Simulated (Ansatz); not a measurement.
Start from LaB₆ (space group Pm-3m, No. 221; a = 4.130 Å).

Computed with Ansatz (a first-principles code), PBEsol, PAW, cutoff 420 eV, no SOC, earlier PAW set.

For the base:

| Property | Result |
|---|---|
| Lattice parameter a | 4.130 Å |

Perturbation: cell and atoms relaxed at a pressure of 30 GPa.

### Question
What happens to the lattice parameter a?

### Answer
The lattice parameter a shrinks by 0.1763 Å, from 4.130 Å to 3.953 Å.

Load acts through the strain it causes; cell and atoms are relaxed under it. No phonon test of stability was made. No other phases were tried under pressure. All final runs are without spin polarisation. An odd electron count without spin: LaB6.
